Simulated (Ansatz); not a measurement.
Model: Si(111) 1x1 surface, 6 top atoms, 3 bilayers, bottom bilayer H-capped and fixed, every top atom capped by F; cell 11.5 x 6.6 Å; about 7 Å thick over the host's atoms, 18 atoms held. All values below come from PBE-D3(BJ) (plane waves to 420 eV, PAW; Ansatz, an electronic-structure program). Sampling: 1x2x1 k points. The slab states were run without spin polarisation. Results hold for this slab, coverage and mesh. No zero-point or entropy terms are included. Each state was relaxed from one prepared geometry.

One SiF2 a cell is brought to Si(111):F. Relaxed result near the molecule:

```csv
atom,x (Å),y (Å),z (Å)
F(30),3.548,-0.128,11.114
F(31),5.761,3.683,11.124
F(46),7.959,-0.112,11.127
Si(b0),5.388,0.933,12.393
F(b1),4.312,1.806,13.211
F(b2),5.570,-0.374,13.314
```

### Question
What is the adsorption energy against the free SiF2 and the slab before, and how much of it is dispersion?

### Answer
-0.19 eV (negative: bound); the D3 term gives -0.31 eV of it. Its closest contacts to the rest of the cell: Si(b0)...F(30) 2.48 Å, F(b1)...F(30) 2.95 Å, F(b2)...F(30) 3.00 Å.
